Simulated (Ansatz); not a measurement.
# Se: response to strain

Base system: Se (space group P3_121, No. 152; a = 4.5057 Å, c = 4.9913 Å; made of chains).

Strains are applied to the cell and any free atomic positions relax.

Method: r2SCAN (Ansatz, an electronic-structure program), scalar-relativistic without spin-orbit coupling.

```csv
isotropic strain (%),band gap (eV)
-1.42,1.39
0,1.33
0.51,?
0.71,1.29
5.55,0.96
```

Problem. Fit E_g = E₀ + Dε (ε in %) to the rows shown and predict the withheld row.

Solution. Least squares on the printed values gives E₀ = 1.32 eV, D = -63.5 meV per % of strain (largest residual 0.02 eV); this predicts 1.29 eV, and the run gives 1.30 eV, in agreement.

No phonon test of stability was made. No dispersion term is included, though the crystal is made of layers, chains or molecules, so its spacings can come out too wide.
